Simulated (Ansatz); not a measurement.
System: interstitial Al in corundum (charge state +3). All values below come from PBE, PAW (plane waves to 420 eV; Ansatz, an electronic-structure program).

120-site cell at the relaxed PBE lattice, the Γ point alone, smearing 0.01 eV, spin-restricted, no finite-size correction. Energies are static. The charge state is imposed; whether it is stable for some Fermi level was not computed. Sites that were not tried may lie lower.

Barriers: single points on a 2×2×2 k-point mesh shifted by half a step along c at the bands' geometries.

Relaxed starting cell (atoms counted from 1):

```xyz
121
Lattice="9.6175 0.0000 0.0000 -4.8088 8.3290 0.0000 0.0000 0.0000 13.1251" Properties=species:S:1:pos:R:3 pbc="T T T"
Al     0.0000    -0.0014     4.2281
Al    -2.4079     4.1557     4.6053
Al     4.8039     0.0055     4.6053
Al     2.4125     4.1641     4.6053
Al     2.4198     1.4024     2.4111
Al     0.0000     5.5513     2.4129
Al     7.1919     1.3926     2.4110
Al     4.8143     5.5302     2.4111
Al     0.0254     2.8190     4.0827
Al    -2.3790     6.8953     4.0825
Al     4.8087     2.7751     4.1086
Al     2.3533     6.9397     4.0827
Al     2.4658     1.4386     6.3040
Al    -0.0001     5.5515     6.3084
Al     7.1374     1.4144     6.3040
Al     4.8227     5.4723     6.3041
O      3.3054     0.0070     3.3069
O      0.9492     4.1892     3.2891
O      8.1182    -0.0338     3.2104
O      5.7478     4.1649     3.2939
O      0.7214     1.3134     3.2105
O     -1.6543     5.4103     3.2890
O      5.5427     1.2668     3.2939
O      3.1631     5.4610     3.3069
O      1.4477     2.7671     5.4804
O     -0.9590     6.9550     5.4719
O      6.2727     2.7926     5.4773
O      4.0047     7.0158     5.4938
O     -0.7361     4.0193     5.4720
O     -3.2707     8.2876     5.4939
O      4.0615     4.0343     5.4773
O      1.6872     8.1975     5.4803
O     -0.7344     1.3511     5.4937
O     -3.1353     5.6897     5.4802
O      4.0918     1.4985     5.4773
O      1.6949     5.6801     5.4720
O     -1.6600     2.8572     3.3069
O     -4.0309     7.0456     3.2104
O      3.1355     2.8935     3.2939
O      0.7049     7.0545     3.2891
Al     2.4553     1.3869     9.0485
Al    -0.0001     5.5515     9.0225
Al     7.1876     1.4311     9.0485
Al     4.7832     5.5072     9.0485
Al    -0.0142     2.8543     6.8272
Al    -2.3290     6.9122     6.8270
Al     4.8087     2.7752     6.8227
Al     2.3428     6.8879     6.8272
Al     0.0000    -0.0013     8.9031
Al    -2.4010     4.1708     8.5259
Al     4.8135    -0.0080     8.5258
Al     2.3960     4.1624     8.5259
Al    -0.0057     2.7962    10.7201
Al    -2.3833     6.9339    10.7200
Al     4.8087     2.7750    10.7182
Al     2.3888     6.9241    10.7200
O      0.8038     1.3108     7.6373
O     -1.4642     5.5340     7.6538
O      5.7675     1.3717     7.6591
O      3.3608     5.5594     7.6508
O      3.1137     2.6465     7.6591
O      0.7168     6.8281     7.6538
O      7.9439     2.6368     7.6509
O      5.5429     6.9756     7.6372
O      1.4992     0.0314     9.9207
O     -0.9392     4.1616     9.8372
O      6.3120    -0.0095     9.8242
O      3.8594     4.1372     9.8421
O     -0.7779     1.2808     9.9207
O     -3.1489     5.4693     9.8243
O      4.1037     1.2719     9.8420
O      1.6731     5.4330     9.8372
O      1.6454     2.8655     9.8242
O     -0.7341     7.0597     9.8372
O      6.4629     2.9161     9.8421
O      4.0873     7.0130     9.9206
O      3.1213     0.1291     7.6508
O      0.7471     4.2923     7.6538
O      8.0792     0.0390     7.6372
O      5.5447     4.3073     7.6592
Al     0.0087     2.7974     0.2553
Al    -2.3895     6.9209     0.2552
Al     4.8087     2.7751     0.2588
Al     2.3807     6.9359     0.2553
Al    -0.0001    -0.0012    11.3956
Al    -2.4069     4.1664    11.2043
Al     4.8127    -0.0008    11.2043
Al     2.4028     4.1595    11.2043
Al     2.4280     1.3905    12.8759
Al    -0.0001     5.5514    12.8723
Al     7.1981     1.4056    12.8758
Al     4.8000     5.5292    12.8758
Al    -0.0001    -0.0012     1.7354
Al    -2.4020     4.1600     1.9268
Al     4.8048    -0.0018     1.9268
Al     2.4059     4.1669     1.9269
O     -1.4750     2.7873    12.0358
O     -3.8652     6.9264    12.0668
O      3.3386     2.7719    12.0285
O      0.9297     6.9371    12.0279
O      0.7351     4.0534    12.0279
O     -1.6563     8.2108    12.0359
O      5.5410     4.0497    12.0285
O      3.1232     8.2113    12.0669
O      3.8790     1.3894     1.1033
O      1.4700     5.5545     1.1027
O      8.6738     1.4002     1.0642
O      6.2837     5.5392     1.0953
O      1.6774     2.6704     1.0953
O     -0.7378     6.8229     1.1027
O      6.4736     2.6627     1.1033
O      4.0668     6.8098     1.0642
O      1.6854     0.1152     1.0642
O     -0.7324     4.2767     1.1027
O      6.4650     0.1156     1.0953
O      4.0736     4.2731     1.1034
O      0.7418     1.5167    12.0669
O     -1.6650     5.6637    12.0278
O      5.5464     1.5035    12.0284
O      3.1312     5.6561    12.0359
Al    -0.0002    -0.0010     6.5655
```
Cell charge +3.

End state 1 differs by these moves (Å; atoms that move under 0.08 Å are left out):

| atom | element | Δx | Δy | Δz |
|---|---|---|---|---|
| 1 | Al | 0.00 | 0.00 | -0.33 |
| 19 | O | -0.12 | 0.00 | 0.08 |
| 21 | O | 0.06 | 0.11 | 0.08 |
| 38 | O | 0.06 | -0.11 | 0.08 |
| 49 | Al | 0.00 | 0.00 | -0.14 |
| 85 | Al | 0.00 | 0.00 | -0.23 |
| 93 | Al | 0.00 | 0.00 | -1.13 |
| 98 | O | -0.09 | 0.09 | 0.10 |
| 104 | O | 0.12 | 0.03 | 0.10 |
| 117 | O | -0.03 | -0.12 | 0.10 |
| 121 | Al | 0.00 | 0.00 | -0.16 |

Predict the forward and backward barriers to end state 1 from PBE, PAW.

forward 0.99 eV, backward 0.030 eV; at the saddle point atom 93 has neighbours 3 O at 1.75 Å. The program found a first-order saddle point.
